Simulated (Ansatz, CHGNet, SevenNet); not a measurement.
Elastic constant C13 of AlB2-type TiB2: levels of theory against measurement

Reference value: 93 GPa (measured, temperature not stated, no zero-point or thermal correction; as tabulated in Liu et al. (2023), arXiv:2002.00005).

Task: What do CHGNet 0.3.0, SevenNet-0, SevenNet-l3i5, LDA, PBE, PBEsol, r²SCAN give, and how far is each from the reference?

Result: 
```json
[
 {"level (code)": "CHGNet 0.3.0 (CHGNet)", "value (GPa)": "187", "cell (Å³/atom)": "8.56", "difference (%)": "+101"},
 {"level (code)": "SevenNet-0 (SevenNet)", "value (GPa)": "152", "cell (Å³/atom)": "8.59", "difference (%)": "+63"},
 {"level (code)": "SevenNet-l3i5 (SevenNet)", "value (GPa)": "138", "cell (Å³/atom)": "8.58", "difference (%)": "+48"},
 {"level (code)": "LDA (Ansatz)", "value (GPa)": "119", "cell (Å³/atom)": "8.17", "difference (%)": "+28"},
 {"level (code)": "PBE (Ansatz)", "value (GPa)": "102", "cell (Å³/atom)": "8.56", "difference (%)": "+9.7"},
 {"level (code)": "PBEsol (Ansatz)", "value (GPa)": "110", "cell (Å³/atom)": "8.37", "difference (%)": "+18.3"},
 {"level (code)": "r²SCAN (Ansatz)", "value (GPa)": "102", "cell (Å³/atom)": "8.51", "difference (%)": "+9.7"}
]
```

The reference's temperature isn't stated, so close values are not ranked against it. Off by more than 25 % (a bound picked here): CHGNet 0.3.0 (+101 %), SevenNet-0 (+63 %), SevenNet-l3i5 (+48 %), LDA (+28 %).

The reference has no zero-point or thermal correction, while the calculations are for a static lattice, so the differences are not the levels' errors alone.  Each level is taken at its own relaxed cell. Cutoffs differ between the levels. Ansatz's density-functional and Hartree–Fock values are scalar-relativistic unless marked +SOC, with PAW data made under PBE.

Machine-learned potentials (CHGNet 0.3.0, SevenNet-0, SevenNet-l3i5) are trained on DFT data, which may include these solids.

Differences are worked out from the printed values.

Ansatz is a quantum-chemistry and plane-wave program.
